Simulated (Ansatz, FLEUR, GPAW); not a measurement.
## Code comparison for TiMoAs2 (Pmc2_1, 8 atoms in the cell)

Self-consistent single point.

```xyz
8
Lattice="3.4195 0.0000 0.0000 0.0000 6.4474 0.0000 0.0000 0.0000 6.1119" Properties=species:S:1:pos:R:3 pbc="T T T"
Ti     0.0000     3.6413     3.0835
Ti     0.0000     2.8061     0.0275
Mo     1.7098     6.0552     3.0080
Mo     1.7098     0.3922     6.0639
As     1.7098     2.0607     1.8575
As     1.7098     4.3868     4.9134
As     0.0000     1.1269     4.2749
As     0.0000     5.3205     1.2189
```

Shared settings, as Ansatz (a program for electronic structure) writes them: kpoints.mp_grid.grid = 4 2 2; scf.occupations.method = fermi_dirac; scf.occupations.width = 0.1 eV. Potentials and cutoffs stand in the table.

```json
[
 {"code": "FLEUR", "model": "PBEsol, all-electron FLAPW (FLEUR), scalar-relativistic valence", "pressure (GPa)": "–", "largest force (eV/Å)": "0.133", "cutoff": "Kmax 3.6 1/bohr"},
 {"code": "Ansatz", "model": "PBEsol, PAW files made with PBE", "pressure (GPa)": "-4.98", "largest force (eV/Å)": "0.163", "cutoff": "default"},
 {"code": "GPAW", "model": "PBEsol, GPAW PAW datasets PBEsol (made by gpaw-setup)", "pressure (GPa)": "-4.60", "largest force (eV/Å)": "0.184", "cutoff": "850 eV"}
]
```

Size of the force on each atom (eV/Å): Sizes of forces hide their directions.

```csv
code,Ti1,Ti2,Mo3,Mo4,As5,As6,As7,As8
FLEUR,0.085,0.085,0.104,0.104,0.133,0.133,0.023,0.023
Ansatz,0.063,0.063,0.083,0.083,0.163,0.163,0.039,0.039
GPAW,0.055,0.055,0.068,0.068,0.184,0.184,0.037,0.037
```

A dash marks a value that a program does not give, or that is left out as unsure.

On Ansatz's run: spin polarisation is off, so a magnetic state, if there is one, cannot be reached.

The spread over the programs that give each value: pressure within 0.38 GPa; largest force within 0.051 eV/Å.

FLEUR treats all electrons, but the usual bases taken here (sphere radii, linearisation, local orbitals, empty states) were not tested for convergence, so the values are no reference for the others. Ansatz's pressure is given at a fixed set of plane waves, as the other plane-wave codes print theirs; with its correction for the finite basis it is -4.95 GPa.

On the base mesh (5 3 3) the same programs gave: Ansatz pressure -5.32 GPa; GPAW pressure -4.93 GPa.

The values differ from the base mesh's, so the mesh still matters here: the table compares the programs at equal settings.

The starting cell comes from a database of computed structures (which also holds hypothetical and non-ambient phases and stackings), without a prior relaxation at this level.

Left out of this page: CP2K (on another mesh); Elk (not drawn, or without a comparable value).

Keys are those of Ansatz 0.2.
